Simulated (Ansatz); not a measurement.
Consider Ge in the diamond structure (space group Fd-3m, No. 227).

```cif
data_Ge8
_chemical_formula_sum 'Ge8'
_space_group_name_H-M_alt 'Fd-3m :1'
_space_group_IT_number 227
_space_group_name_Hall 'F 4d 2 3 -1d'
_cell_length_a 5.76168
_cell_length_b 5.76168
_cell_length_c 5.76168
_cell_angle_alpha 90.000
_cell_angle_beta 90.000
_cell_angle_gamma 90.000
loop_
_atom_site_label
_atom_site_type_symbol
_atom_site_symmetry_multiplicity
_atom_site_Wyckoff_symbol
_atom_site_fract_x
_atom_site_fract_y
_atom_site_fract_z
_atom_site_occupancy
Ge1 Ge 8 b 0.50000 0.50000 0.50000 1
```
(The calculation used a cell of 2 atoms; values per cell refer to that cell.)

Calculations: PBE (Ansatz, a program for electronic structure; PAW; 420 eV plane waves; no spin-orbit coupling).

Before the change:

| Quantity | Result |
|---|---|
| Pressure | 0.0 GPa |

Now apply this change: an isotropic linear strain of −3.00 %, atoms relaxed at fixed cell.

**Question.** What does the calculation give for the electron mass after the change?

**Answer.** The electron mass amounts to 1.7 mₑ along k, 0.077 mₑ across (at L).

**Question.** Predict the new energy relative to the base.

**Answer.** The energy rises by 40 meV/atom.

**Question.** What does the calculation give for the pressure after the change?

**Answer.** The pressure goes from zero to 6.7 GPa.

The levels and masses belong to the bands next to the band gap. Effective masses come from finite differences of ±0.01 Å⁻¹. Along k means along the line from Γ to the band edge. No phonon test of stability was made.
